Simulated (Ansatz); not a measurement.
**Cu: response to strain**

Base system: Cu in the fcc (Cu type) structure (space group Fm-3m, No. 225; a = 3.518 Å; relaxed with 0.1 eV smearing). Axes: x, y, z lie along the cube axes.

Strains are applied to the cell and any free atomic positions relax.

Level of theory: LDA, PAW, 420 eV (Ansatz, a first-principles code; no spin-orbit coupling).

Notes on the quantities. energy relative to the base: free energy F.

| uniaxial strain ε_zz (%) | energy relative to the base (meV/atom) |
|---|---|
| -3 | 7.5 |
| -2.5 | 5.2 |
| -2 | ? |
| -1.5 | 1.8 |
| -1 | 0.8 |
| -0.5 | 0.2 |
| 0 | 0.0 |

Fit ΔE = Aε² + Bε³ (ε in %) to the rows shown and predict the withheld row.

Least squares on the printed values gives A = 0.788 and B = -0.016 meV/atom (largest residual 0.0 meV/atom); this predicts 3.3 meV/atom, and the run gives 3.3 meV/atom, in agreement.

Stability against distortions was not tested. All final runs are without spin polarisation.
